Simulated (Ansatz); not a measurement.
Levels about the gap of amorphous In₉Ga₉Zn₉O₄₁Nb₂ (70 atoms in a cell of 889 Å³, 5.77 g/cm³; zone centre alone, so wide bands show as single levels with stretches between that a denser mesh fills), at the geometry that PBE relaxed, where it gives 0.3 GPa on a denser mesh. The participation number counts the atoms over which a state spreads; weights are charges in smoothed Voronoi cells. The levels come from a single point, so bond lengths are those of that geometry. Method of the levels: PBE, scalar-relativistic without spin-orbit coupling (Ansatz, an electronic-structure program). Sampling: the zone centre alone; Fermi-Dirac width 0.02 eV; no spin polarisation.

It comes from a melt-quench run on a machine-learned potential (CHGNet), relaxed afterwards by DFT. O atoms were pushed apart under 1.9 Å during the dynamics, to hinder bonds among them. The hot cell started wider than the set density and was brought back towards it in steps. It is the lowest in DFT energy of 2 quenches. It is a model cell: composition and starting density were chosen by hand, and all elements were melted together. No dispersion term was used. Its density started from a set value of 5.77 and ended at 5.77 g/cm³. The quench (nominally 260 K/ps over its main leg) was far faster than any real one, so the model tends to hold more defects than a real film. A cell of this size samples the disorder only roughly. The volume was held where the preparation left it and the shape relaxed, at a PBE pressure of 0.3 GPa.

| E - E(highest filled), eV | filling | participation number | largest on | weight O | weight Nb | weight In | weight Zn |
|---|---|---|---|---|---|---|---|
| -0.31 | filled | 18.9 | O, 3 neighbours | 0.88 | 0.00 | 0.02 | 0.08 |
| -0.28 | filled | 28.1 | O, 3 neighbours | 0.86 | 0.00 | 0.02 | 0.10 |
| -0.23 | filled | 18.9 | O, 3 neighbours | 0.87 | 0.00 | 0.01 | 0.09 |
| -0.21 | filled | 18.0 | O, 3 neighbours | 0.83 | 0.00 | 0.01 | 0.14 |
| -0.16 | filled | 16.0 | O, 4 neighbours | 0.83 | 0.01 | 0.02 | 0.14 |
| -0.04 | filled | 10.0 | O, 3 neighbours | 0.84 | 0.00 | 0.02 | 0.12 |
| 0.00 | filled | 14.9 | O, 4 neighbours | 0.81 | 0.01 | 0.01 | 0.16 |
| 1.14 | empty | 58.2 | In, 5 neighbours | 0.53 | 0.01 | 0.23 | 0.12 |
| 2.99 | empty | 6.3 | Nb, 7 neighbours | 0.38 | 0.44 | 0.12 | 0.03 |
| 3.09 | empty | 5.1 | Nb, 7 neighbours | 0.35 | 0.55 | 0.06 | 0.02 |
| 3.30 | empty | 10.9 | Nb, 7 neighbours | 0.44 | 0.35 | 0.15 | 0.03 |
| 3.38 | empty | 12.9 | Nb, 6 neighbours | 0.47 | 0.27 | 0.20 | 0.04 |
| 3.56 | empty | 5.5 | Nb, 6 neighbours | 0.39 | 0.46 | 0.07 | 0.04 |
| 3.63 | empty | 14.5 | Nb, 6 neighbours | 0.48 | 0.26 | 0.16 | 0.05 |

Most localised among these is the empty level at +3.09 eV, on a Nb atom, which has 7 neighbours (O 1.97 Å, O 2.00 Å, O 2.03 Å, O 2.09 Å, O 2.11 Å, O 2.16 Å, O 2.19 Å).
